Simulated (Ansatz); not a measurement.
Hypothetical Cc Ga2O3, response to strain

The reference is Ga2O3 (space group Cc, No. 9; a hypothetical phase, not in the database extracts checked).

```yaml
crystal:
  lattice:
    - [5.03350, -2.87448, 0.00000]
    - [5.03350, 2.87448, 0.00000]
    - [-3.17795, 0.00000, 5.03106]
  atoms:
    - { symbol: Ga, position: [0.99432, 0.17440, 0.51407] }
    - { symbol: Ga, position: [0.17440, 0.99432, 0.01407] }
    - { symbol: Ga, position: [0.68133, 0.80712, 0.50491] }
    - { symbol: Ga, position: [0.80712, 0.68133, 0.00491] }
    - { symbol: O, position: [0.03613, 0.30070, 0.88423] }
    - { symbol: O, position: [0.30070, 0.03613, 0.38423] }
    - { symbol: O, position: [0.86840, 0.88041, 0.87139] }
    - { symbol: O, position: [0.88041, 0.86840, 0.37139] }
    - { symbol: O, position: [0.43994, 0.73421, 0.85044] }
    - { symbol: O, position: [0.73421, 0.43994, 0.35044] }
```

Cartesian axes are those of the cell as printed.

Strains are applied to the cell and any free atomic positions relax.

All numbers come from plane-wave PAW DFT at the PBE level (Ansatz, a quantum-chemistry and plane-wave program, 420 eV), spin-orbit coupling left out.

Notes on the quantities. energy relative to the base: free energy F; pressure: mean of the normal stresses, compression positive.

| variant | energy relative to the base | width of the top valence band | pressure | band gap | shortest interatomic distance |
|---|---|---|---|---|---|
| base | 0 meV/atom | 0.33 eV | 0.00 GPa | 2.05 eV | 1.803 Å |
| isotropic strain −3.46 % | +33 meV/atom | 0.45 eV | 6.98 GPa | 2.20 eV | 1.792 Å |
| isotropic strain +1.83 % | … | 0.29 eV | -3.94 GPa | … | 1.811 Å |
| uniaxial strain ε_yy = −0.14 % | 0.0 meV/atom | 0.33 eV | 0.12 GPa | 2.05 eV | 1.803 Å |

**Question.** Complete the table.

**Answer.** 
- isotropic strain +1.83 %, energy relative to the base: +10 meV/atom
- isotropic strain +1.83 %, band gap: 1.84 eV

Whether these cells are dynamically stable was not tested.
